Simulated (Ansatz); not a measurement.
## Phonon-limited transport in LiCu$_{3}$ (I4/mmm)

Given:

```yaml
crystal:
  lattice:
    - [-1.77967, 1.77967, 3.60071]
    - [1.77967, -1.77967, 3.60071]
    - [1.77967, 1.77967, -3.60071]
  atoms:
    - { symbol: Li, position: [0.00000, 0.00000, 0.00000] }
    - { symbol: Cu, position: [0.75000, 0.25000, 0.50000] }
    - { symbol: Cu, position: [0.25000, 0.75000, 0.50000] }
    - { symbol: Cu, position: [0.50000, 0.50000, 0.00000] }
```

All values below come from PBEsol, DFPT electron-phonon coupling, linearised Boltzmann equation (plane waves, PAW, scalar-relativistic; Ansatz, a quantum-chemistry and plane-wave program). Geometry: relaxed with this functional, without spin-orbit coupling.

The resistivity at 300 K is 3.9 (x), 3.9 (y), 3.4 (z) μΩ·cm, the resistivity at 77 K is 0.48 (x), 0.48 (y), 0.41 (z) μΩ·cm and the electron mean free path at 300 K (weighted by the current that each state carries) is 24 (x), 24 (y), 23 (z) nm.

A metal at this level (no band gap). Only scattering by harmonic phonons is included (no impurities, grain boundaries, electron-electron scattering or thermal expansion). Spin-orbit coupling is left out. The run warned that the eigensolver left some states short of its tolerance. Halving the electron mesh (24x24x24) moves the resistivity by up to 14 % at 300 K, the mean free path by up to 8 %. Smearing 0.20 eV; phonons on a 5x5x5 q mesh, which this run doesn't test and which matters most at low temperature.

Computed structure with no diffraction record at hand here (it may be known, metastable or hypothetical): LiCu3 (I4/mmm).
